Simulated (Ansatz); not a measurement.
Reference: CuI (P4/nmm), PBEsol+D3BJ with spin-orbit coupling, rigid bands (plane waves, PAW; Ansatz, an electronic-structure program); axes and stresses refer to this cell.

```yaml
crystal:
  lattice:
    - [3.93308, 0.00000, 0.00000]
    - [0.00000, 3.93308, 0.00000]
    - [0.00000, 0.00000, 5.98051]
  atoms:
    - { symbol: Cu, position: [0.50000, 0.50000, 0.00000] }
    - { symbol: Cu, position: [0.00000, 0.00000, 0.00000] }
    - { symbol: I, position: [0.50000, 0.00000, 0.28474] }
    - { symbol: I, position: [0.00000, 0.50000, 0.71526] }
```

The electron mass along z is 0.24 mₑ and the Seebeck coefficient, n-type 1e19 cm⁻³ is -111 μV/K. The band gap comes out as 1.22 eV.

Task: After one change the values are electron mass along z 0.31 mₑ; Seebeck coefficient, n-type 1e19 cm⁻³ -115 μV/K; band gap 1.22 eV. Name the change that produced these shifts.
A) biaxial stress xx = yy = 1 GPa (compression positive)
B) biaxial stress xx = yy = -2 GPa (compression positive)
C) biaxial stress xx = yy = -1 GPa (compression positive)
D) uniaxial stress zz = 2 GPa (compression positive)

Result: D, uniaxial stress zz = 2 GPa (compression positive)

Masses are for dilute carriers at 300 K, harmonic means over directions unless an axis is named. Seebeck coefficients are for the stated density at 300 K, with one relaxation time for all states and whether or not that doping can be reached. Stresses and pressures are the targets of the relaxation.  The structure type is held under load, also where the real crystal would transform.

Computed structure with no diffraction record at hand here (it may be known, metastable or hypothetical): CuI (P4/nmm). PBEsol with a dispersion correction tends to overbind, so the cell can be several per cent short, in bad cases over ten, which usually narrows a gap: CuI (P4/nmm).
